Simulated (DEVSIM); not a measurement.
Device: Pt/Si3N4/SiO2/n-Si capacitor, at 250 K.

Layer 1 from the left is Si3N4, thickness (nm) 8.10. Layer 2 from the left is SiO2, thickness (nm) 1.50. Layer 3 from the left is Si, thickness (nm) 8000, Nd (cm⁻³) 5.2e15.

Metal gate on the left, work function 5.6 eV. Fixed charge at the semiconductor interface 0 cm⁻² (in units of +e); no interface traps.

This is a model device: material constants are rounded textbook-type values typed into the input, and sizes, dopings and lifetimes were drawn at random. Values at 300 K; Nc and Nv go as T^1.5, mobilities as T to minus their exponent, the gap by Varshni's rule with the affinity fixed.

Si3N4: gap (eV) 5.1, affinity (eV) 2.1, permittivity 7.5. SiO2: gap (eV) 9, affinity (eV) 0.9, permittivity 3.9. Si: gap (eV) 1.124, affinity (eV) 4.05, permittivity 11.7, Nc (cm⁻³) 2.86e19, Nv (cm⁻³) 3.1e19, Varshni α (eV/K) 0.000473, Varshni β (K) 636.

DEVSIM, 1D Poisson equation in equilibrium, Boltzmann statistics, complete ionisation; no quantum confinement or tunnelling. Metal contacts follow the ideal Schottky-Mott rule: no Fermi-level pinning, no interface dipoles.

### Question
What does the simulation give for the threshold voltage (band bending 2φF), the minimum of the low-frequency capacitance, the flat-band voltage?

### Answer
threshold voltage (band bending 2φF) 0.53 V; minimum of the low-frequency capacitance 0.0252 μF/cm²; flat-band voltage 1.37 V.
